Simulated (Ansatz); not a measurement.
KF (model structure, F-43m, No. 216, 2 atoms in the cell)

These are PBEsol (plane waves, PAW; Ansatz, a quantum-chemistry and plane-wave program) values and carry that method's errors.

Settings: plane-wave cutoff 520 eV, 10×10×10 k mesh, Fermi–Dirac smearing 0.01 eV, scalar-relativistic PAW data made under PBE.

Cell (relaxed at this level):

KF is modelled in the cubic space group F-43m (No. 216), the zinc blende structure, Pearson symbol cF8. Lattice parameters: a = 5.846 Å, b = 5.846 Å, c = 5.846 Å, α = 90.00°, β = 90.00°, γ = 90.00°. F on 4d is coordinated by 4 K at 2.531 Å (tetrahedral). K on 4a sees 4 F at 2.531 Å (tetrahedral). (Neighbours: up to the widest gap in distance over summed covalent radii, below 1.35, at either atom; cation-cation and far metal-metal contacts left out.)
(The calculation used a cell of 2 atoms; values per cell refer to that cell.)

- band gap = 5.26 eV (indirect)
- smallest direct gap on the k points sampled = 5.48 eV

Note: the relaxation could raise the start's symmetry but not lower it, so the cell can be a saddle point.

The computed numbers hold no vibrational or temperature effects.

A model structure was made by putting elements into a prototype or built by hand; it is no filed structure, need not be a known phase, and can be a saddle point held by its symmetry.
